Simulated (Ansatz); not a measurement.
A self-consistent single point of HfAu (P4mm, 4 atoms in the cell) with Ansatz (a quantum-chemistry and plane-wave program).

Method of the run: LDA (PW92), default PAW files made with PBE (plane waves; Ansatz).

```
CELL_PARAMETERS angstrom
      3.46644     0.00000     0.00000
      0.00000     3.46644     0.00000
      0.00000     0.00000     6.28892
ATOMIC_POSITIONS crystal
  Hf 0.00000 0.50000 0.85953
  Hf 0.50000 0.00000 0.14842
  Au 0.00000 0.50000 0.37143
  Au 0.50000 0.00000 0.62857
```

Reference input (self-consistent single point, DFT, LDA (PW92), plane waves, default PAW files made with PBE): basis.ecutwfc = 420 eV; kpoints.mp_grid.grid = 10 10 5; hamiltonian.xc = lda; hamiltonian.pseudopotentials = {kind: paw} (the program's default PAW files); scf.occupations.method = fermi_dirac; scf.occupations.width = 0.1 eV. This run's input differs from it in these lines:

Ansatz 0.2 input:
```diff
@@ -13,3 +13,3 @@
 kpoints:
-  mp_grid: { grid: [10, 10, 5] }
+  mp_grid: { grid: [22, 22, 13] }
 hamiltonian:
@@ -18,3 +18,3 @@
 scf:
-  occupations: { method: fermi_dirac, width: 0.1 }
+  occupations: { method: fermi_dirac, width: 0.02 }
 output:
```

Output (repeated stretches shortened):

```
SCF iter   1: F=—  HF=-56685.942982 eV  |F-HF|=—  |Δ(HF+E_count)|=         —  Δρ=8.13e-3  dr2=6.28e-2  ethr=1.77e-3  ⟨swp⟩=5.1  Hψ=88640  notcnv=0  defer=68
all-band conjugate gradients solve this SCF's bands
preconditioner: auto → Kerker (q_TF=auto, 2.809 Å⁻¹)
SCF iter   2: F=—  HF=-56685.934623 eV  |F-HF|=—  |Δ(HF+E_count)|=   8.36e-3  Δρ=3.66e-3  dr2=9.76e-3  ethr=6.98e-5  ⟨swp⟩=2.8  Hψ=44271  notcnv=0  defer=1768
   [... lines left out ...]
SCF iter   6: F=—  HF=-56685.933195 eV  |F-HF|=—  |Δ(HF+E_count)|=   1.23e-5  Δρ=4.48e-5  dr2=3.17e-6  ethr=5.19e-8  ⟨swp⟩=2.0  Hψ=35735  notcnv=0  defer=1768
SCF iter   7: F=—  HF=-56685.933195 eV  |F-HF|=—  |Δ(HF+E_count)|=   2.85e-7  Δρ=1.25e-5  dr2=2.37e-7  ethr=3.52e-9  ⟨swp⟩=2.0  Hψ=40355  notcnv=0  defer=1768
SCF iter   8: F=—  HF=-56685.933195 eV  |F-HF|=—  |Δ(HF+E_count)|=   6.80e-9  Δρ=9.16e-6  dr2=9.23e-8  ethr=1.11e-10  ⟨swp⟩=9.2  Hψ=130389  notcnv=0
SCF iter   9: F=-56685.933195 eV  HF=-56685.933195 eV  |F-HF|=2.60e-9  |Δ(HF+E_count)|=   1.09e-7  Δρ=2.56e-6  dr2=5.04e-9  ethr=1.03e-10  ⟨swp⟩=4.8  Hψ=99805  notcnv=0
SCF 1 converged in 9 iterations: F = -56685.933195 eV  dr2 = 5.04e-9
Free energy (F): -56685.933195 eV
Internal energy: -56685.930668 eV  (E = F + TS)
E sigma→0 (E₀):  -56685.931931 eV
Entropy (-TS):   -0.002527 eV (-0.632 meV/atom)
Fermi energy:    20.978373 eV
--- Forces (eV/Å), atoms counted from 1 ---
  atom   1  Hf    -0.00000000    -0.00000000    -0.54226712
  atom   2  Hf     0.00000000     0.00000000     0.27745545
  atom   3  Au     0.00000000     0.00000000     0.13455236
  atom   4  Au     0.00000000    -0.00000000     0.13027951
--- Stress (GPa, compression-positive) ---
       -4.975236       0.000000      -0.000000
        0.000000      -4.975236       0.000000
       -0.000000       0.000000      -5.150374
  P = ⅓ Tr σ = -5.0336 GPa (-50.336 kbar)
  The stress holds the Pulay correction. Without it, at fixed plane waves, as pw.x and ABINIT print it: P = -5.0699 GPa
```

The run converged in 9 iterations. Against the reference run the free energy rises by 7.2 meV/atom, the pressure moves little (-4.95 to -5.03 GPa) and the largest force goes from 0.570 to 0.542 eV/Å.

The starting cell comes from a database of computed structures (which also holds hypothetical and non-ambient phases and stackings), without a prior relaxation at this level. Its lattice was rescaled by up to half a per cent. One atom was moved a little off its site on purpose. With a pressure of about -5 GPa the cell is away from its equilibrium volume at this level. Ansatz's pressure includes its estimate of the finite-basis (Pulay) stress.

Cost on one core of a shared machine: roughly 4 min.
